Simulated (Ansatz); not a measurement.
Consider LiF in the rock salt structure (space group Fm-3m, No. 225; a = 4.0680 Å).

Method: DFT with PBE, PAW potentials and a 420 eV plane-wave cutoff in Ansatz (a program for electronic structure), spin-orbit coupling left out.

Before the change:

```
Item         Value
--------  --------
Band gap   8.83 eV
Pressure  0.00 GPa
```

One thing is altered: an isotropic linear strain of +0.50 %, atoms relaxed at fixed cell.

**Question.** How does this affect the band gap?

**Answer.** The band gap shrinks by 0.13 eV, from 8.83 eV to 8.70 eV.

**Question.** How does this affect the pressure?

**Answer.** The pressure goes from zero to -0.98 GPa.

Stability against distortions was not tested.
